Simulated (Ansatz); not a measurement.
Consider GaAs in the zinc blende structure (space group F-43m, No. 216; a = 5.603 Å). Axes: x, y, z lie along the cube axes.

All numbers come from LDA/PAW in Ansatz (an electronic-structure program), no SOC.

One thing is altered: a pure shear with ε_xy = ε_yx = 0.0057; the atoms relax in the strained cell.

Problem. Predict the new energy relative to the base and stress.

Solution. The energy grows by 0.5 meV/atom; the stress (xx, yy, zz, yz, xz, xy; compression positive) is (0.02, 0.02, 0.01, 0.00, 0.00, -0.67) GPa.

No phonon test of stability was made.
